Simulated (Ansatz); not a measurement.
The starting structures come from a database of crystals and need not be the phases stable at ambient conditions.

Given:

```
CELL_PARAMETERS angstrom
      6.77517     0.00000     0.00000
      0.00000     6.77517     0.00000
      3.38759    -3.38759     3.38759
ATOMIC_POSITIONS crystal
  Zr 0.12500 0.12500 0.25000
  Zr 0.37500 0.37500 0.75000
  Zr 0.25000 0.87500 0.50000
  Zr 0.75000 0.62500 0.50000
  Zr 0.87500 0.75000 0.00000
  Zr 0.62500 0.25000 0.00000
  N  0.36968 0.63032 0.63032
  N  0.63032 0.50000 0.86968
  N  0.50000 0.00000 0.63032
  N  0.00000 0.36968 0.86968
  N  0.13032 0.50000 0.36968
  N  0.86968 0.13032 0.13032
  N  0.00000 0.86968 0.36968
  N  0.50000 0.00000 0.13032
```

Space group of this cell: I-43d. The cell is taken as given; by PBEsol its mean pressure is -5.6 GPa.

Method: PBEsol (plane waves, PAW; Ansatz, a program for electronic structure).

The current runs along the normal of the first two printed vectors; no spin-orbit coupling. Scaled by the factor s: the length along the current (ions clamped). Meshes 10×10×10 and 6×6 across the current in all rows.

```json
[
 {"s": "0.97", "mean pressure (GPa)": "3.0", "slowest mid-gap decay constant κ (1/Å)": "0.123"},
 {"s": "1.00", "mean pressure (GPa)": "-5.6", "slowest mid-gap decay constant κ (1/Å)": "0.137"},
 {"s": "1.03", "mean pressure (GPa)": "-12.3", "slowest mid-gap decay constant κ (1/Å)": "?"}
]
```

Take the slope of the slowest mid-gap decay constant κ against ln s from the two given rows, extrapolate to s = 1.03, and say what the run there gives.

Slope = (0.123 − 0.137) / ln 0.97 = 0.460 1/Å. The line gives 0.137 + (0.460) × ln 1.03 = 0.151 1/Å. The run gives 0.151 1/Å, as the line does.
